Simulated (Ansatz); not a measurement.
## TiO2 (P2₁/c, No. 14, 12 atoms in the cell; start mp-430; high-pressure phase)

Method: r²SCAN-D4 (PAW; Ansatz, a quantum-chemistry and plane-wave program).

Settings: plane-wave cutoff 500 eV, 8×8×8 k mesh, gaussian smearing 0.02 eV, no spin polarisation, scalar-relativistic PAW data made under PBE.

Cell (relaxed at this level):

```
TiO2
1.0
    4.78829     0.00000     0.00183
    0.00000     4.85760     0.00000
   -0.85663     0.00000     4.94857
Ti O
4 8
Direct
  0.27736   0.44625   0.71407
  0.72264   0.55375   0.28593
  0.72264   0.94625   0.78593
  0.27736   0.05375   0.21407
  0.44535   0.74194   0.96540
  0.55465   0.25806   0.03460
  0.55465   0.24194   0.53460
  0.44535   0.75806   0.46540
  0.06434   0.32400   0.35041
  0.93566   0.67600   0.64959
  0.93566   0.82400   0.14959
  0.06434   0.17600   0.85041
```

```yaml
band_gap: 2.69 eV (on the SCF k mesh)
```

Note: the relaxation could not lower the start's symmetry, so the cell can be a saddle point above a distorted one.

A start named mp-… is a Materials Project structure, which need not be a measured phase.
